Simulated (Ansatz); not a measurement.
## OH on the 1x1 (0001) surface of corundum (cut with top plane Al), one in a 1x1 cell, started at the site 'hollow Al-O-O-O over O at depth 2.3 Å'

Host crystal: corundum, with a band gap (PBE, scalar-relativistic without spin-orbit coupling).

Level of theory: PBE (plane waves to 420 eV, PAW; Ansatz, an electronic-structure program).

Set-up: 22 atoms, 6.7 Å thick at the start under the adsorbate (thin: gaps and levels are the slab's own); mesh 6x6x1; 0.01 eV smearing; dipole correction on; 9 atoms held, the rest relaxed; no symmetry held; spin-polarised, ending with about 1.0 μB a cell, a value that depends on the mesh; orders that need a larger cell were not tried, no spin-orbit, no U, no dispersion correction. The slab shows no gap over 0.04 eV on its mesh. At the end it is bonded to Al. In PBE it is, or lies within 0.03 eV of, the lowest of the starts that converged.

```
Property                                                                                                                                                           Value
--------------------------------------------------------------------------------------  --------------------------------------------------------------------------------
adsorption energy against H2O(g) − ½ H2(g)                                                                                                                       0.90 eV
work function of the top face                                                                                                                                    7.27 eV
change of the step from the bottom to the top vacuum level, against the clean slab                                                                               0.99 eV
energy released by relaxation                                                                                                                                    4.26 eV
height of the binding atom over the mean of the host atoms within 0.3 Å of the top one                                                                          174.3 pm
nearest host atoms of the binding atom                                                                                            Al at 1.74 Å, O at 2.93 Å, O at 2.95 Å
largest move of a host atom                                                                                                                                       0.58 Å
caution                                                                                 the clean host was not checked against rearrangement in a larger or rattled cell
note                                                                                                     in the relaxation the adsorbate left its starting site by 1.6 Å
cost                                                                                                                                        very roughly 60 core-minutes
```

A negative adsorption energy means that the adsorbate is more stable on the surface than in its reference.
